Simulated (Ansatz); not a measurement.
Effect of pressure 0.7 GPa on Ti2O3

The parent structure is Ti2O3 in the corundum structure (space group R-3c, No. 167; a = 5.0387 Å, c = 13.8814 Å (hexagonal axes)).

One thing is altered: a hydrostatic pressure of 0.7 GPa.

Computed with PBEsol/PAW in Ansatz (a quantum-chemistry and plane-wave program), no SOC. k-mesh 11×11×11 (Γ-centred); smearing 0.05 eV (Fermi–Dirac).

```csv
quantity,base,changed,shift
volume per atom,10.17 Å³,10.14 Å³,-0.03 Å³
c/a ratio,2.755,2.754,-0.001
enthalpy H = E + PV relative to the base's energy,–,+0.04 eV/atom,–
band gap,zero,zero,–
```

Load acts through the strain it causes; cell and atoms are relaxed under it. Stability against distortions was not tested. No Hubbard U is applied, and correlation can decide whether such a compound is a metal. The final runs are not spin-polarised.
